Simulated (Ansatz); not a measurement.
## Al2O3 under a change: pressure −1 GPa

The reference is Al₂O₃ in the corundum structure (space group R-3c, No. 167; a = 4.729 Å, c = 12.892 Å (hexagonal axes)).

It is then changed as follows: a negative pressure, −1 GPa.

Method: LDA/PAW in Ansatz (an electronic-structure program), no spin-orbit coupling. Γ-centred 9×9×9 mesh, Fermi–Dirac width 0.05 eV.

* **Volume per atom**: 8.36 Å³ (base 8.32 Å³)
* **Density**: 4.05 g/cm³ (base 4.07 g/cm³)
* **Shortest interatomic distance**: 1.847 Å (base 1.844 Å)
* **Enthalpy H = E + PV relative to the base's energy**: -0.05 eV/atom
* **Band gap**: 6.38 eV (base 6.43 eV)
* **Gap character**: direct at Γ (base direct at Γ)
* **Width of the top valence band**: 0.65 eV (base 0.66 eV)
* **Electron mass**: 0.42 mₑ along c, 0.39 mₑ across (at Γ) (base 0.43 mₑ along c, 0.39 mₑ across (at Γ))
* **Valence-band top at Γ (three highest levels, from the VBM)**: 0.00, -0.04, -0.04 eV (base 0.00, -0.04, -0.04 eV)

Load acts through the strain it causes; cell and atoms are relaxed under it. Masses are band curvatures over ±0.01 Å⁻¹ around the edge. Whether these cells are dynamically stable was not tested.
